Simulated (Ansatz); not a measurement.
Al on the 1x1 (0001) surface of corundum (cut with top plane Al), one in a 1x1 cell, started at the site 'bridge O-O (span 2.6 Å)'

Host crystal: corundum, with a band gap (PBE, scalar-relativistic without spin-orbit coupling).

These are PBE (plane waves to 420 eV, PAW; Ansatz, a quantum-chemistry and plane-wave program) values and carry that method's errors.

Model: 21-atom slab, 6.7 Å thick at the start under the adsorbate (thin: gaps and levels are the slab's own), 6x6x1 mesh, Fermi-Dirac 0.01 eV, dipole correction, 9 atoms held, the rest relaxed; no symmetry held; spin-polarised, ending with about 0.1 μB a cell, a value that depends on the mesh; orders that need a larger cell were not tried, no spin-orbit, no U, no dispersion correction. The slab shows no gap over 0.04 eV on its mesh. At the end it is bonded to Al + 3 O. In PBE it is, or lies within 0.03 eV of, the lowest of the starts that converged.

The adsorption energy against an atom of fcc Al is 1.01 eV, the change of the step from the bottom to the top vacuum level, against the clean slab is 2.00 eV and the energy released by relaxation is 2.78 eV. The height of the binding atom over the mean of the host atoms within 0.3 Å of the top one is 0.596 Å. The nearest host atoms of the binding atom is O at 2.06 Å, O at 2.06 Å, O at 2.06 Å, the largest move of a host atom comes out as 0.75 Å and the caution is the clean host was not checked against rearrangement in a larger or rattled cell. The note is in the relaxation the adsorbate left its starting site by 0.8 Å and the cost is around 16 core-minutes (rough).

A negative adsorption energy means that the adsorbate is more stable on the surface than in its reference.
